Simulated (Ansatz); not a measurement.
System: O vacancy in corundum (neutral cell). The step: a nearby O atom hops onto the vacant site; the atom moves 2.51 Å along (-0.60, -0.30, 0.00) of the unit cell; the moving atom starts with neighbours Al at 1.88, Al at 1.90, 2 Al at 1.98 Å and ends with Al at 1.88, Al at 1.90, 2 Al at 1.98 Å. DFT values are from Ansatz (plane-wave PAW, 420 eV unless said) in a cell of 120 host sites, spin-restricted, static, with no finite-size correction. The charge state is imposed; whether it is stable for some Fermi level was not computed. Forms of the defect that were not tried may lie lower. For the PBE band: the saddle point's order was not checked, and it lies on a symmetry element of the cell, where a band can be held.

| Level | Forward barrier (eV) | Cost of the band or of the saddle's single point |
|---|---|---|
| CHGNet universal potential (has no charge state), its own band | 0.99 | - |
| PBE, the Γ point alone, band relaxed | 3.34 | around 13 core-minutes (rough) |
| PBE, a 2×2×2 k-point mesh shifted by half a step along c, same geometries | 3.61 | very roughly 4 core-minutes |
| r2SCAN at 500 eV, the Γ point alone, same geometries | ? | around 90 core-seconds (rough) |

Task: Some entries are withheld; supply them.

Result: 
- r2SCAN at 500 eV, the Γ point alone, same geometries, Forward barrier (eV): 3.67

At the Γ point alone and the same geometries, HSE06 less PBE is +0.37 eV for this barrier.

Ansatz is an electronic-structure program.
